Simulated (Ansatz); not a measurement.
**RbSrBr3 in the cubic perovskite structure (space group Pm-3m, No. 221; a hypothetical phase, not in the database extracts checked)**

```xyz
5
Lattice="5.9987 0.0000 0.0000 0.0000 5.9987 0.0000 0.0000 0.0000 5.9987" Properties=species:S:1:pos:R:3 pbc="T T T"
Rb     0.0000     0.0000     0.0000
Sr     2.9993     2.9993     2.9993
Br     0.0000     2.9993     2.9993
Br     2.9993     2.9993     0.0000
Br     2.9993     0.0000     2.9993
```

The values are results of PBE (Ansatz, a first-principles code, PAW, without spin-orbit coupling), not measurements. Settings: 6×6×6 k-points, 0.05 eV Fermi–Dirac smearing.

- Volume per atom = 43.17 Å³
- Density = 3.18 g/cm³
- Band gap = 3.88 eV, indirect, R → Γ
- Electron mass = 0.40 mₑ
- Lowest conduction-band minima above the VBM = Γ 3.88 eV; R along ⟨111⟩ 5.37 eV
- Total energy = -3034.185 eV/atom (σ→0; compares only within this code and set-up)

Effective masses come from finite differences of ±0.01 Å⁻¹. Stability against distortions was not tested. Many cubic perovskites are stable only at high temperature; tilts and polar distortions were not tested.
